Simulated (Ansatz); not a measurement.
## A computed series for Al2Cu: pressure series

Start from Al2Cu (space group I4/mcm, No. 140).

```yaml
crystal:
  lattice:
    - [-3.02971, 3.02971, 2.43697]
    - [3.02971, -3.02971, 2.43697]
    - [3.02971, 3.02971, -2.43697]
  atoms:
    - { symbol: Al, position: [0.65828, 0.15828, 0.81655] }
    - { symbol: Al, position: [0.84172, 0.65828, 0.50000] }
    - { symbol: Al, position: [0.15828, 0.34172, 0.50000] }
    - { symbol: Al, position: [0.34172, 0.84172, 0.18345] }
    - { symbol: Cu, position: [0.25000, 0.25000, 0.00000] }
    - { symbol: Cu, position: [0.75000, 0.75000, 0.00000] }
```

Cell and atoms are relaxed at each pressure.

Method: Kohn–Sham DFT with the PBE functional, run in Ansatz (an electronic-structure program) with PAW and 420 eV plane waves, no spin-orbit coupling, earlier PAW set.

Notes on the quantities. enthalpy: H = E + PV relative to the base's energy.

| variant | shortest interatomic distance | enthalpy |
|---|---|---|
| base | 2.437 Å | – |
| pressure −2 GPa | 2.455 Å | -0.19 eV/atom |
| pressure −1 GPa | 2.446 Å | -0.09 eV/atom |
| pressure 0.3 GPa | 2.434 Å | +0.03 eV/atom |
| pressure 0.7 GPa | 2.431 Å | +0.06 eV/atom |
| pressure 1.5 GPa | 2.424 Å | +0.14 eV/atom |
| pressure 3 GPa | 2.413 Å | +0.28 eV/atom |
| pressure 5 GPa | ___ | +0.45 eV/atom |
| pressure 7.5 GPa | 2.381 Å | +0.67 eV/atom |
| pressure 10 GPa | 2.366 Å | +0.89 eV/atom |

Complete the table.


- pressure 5 GPa, shortest interatomic distance: 2.398 Å

Load acts through the strain it causes; cell and atoms are relaxed under it. Whether these cells are dynamically stable was not tested. No other phases were tried under pressure. The final runs are not spin-polarised.
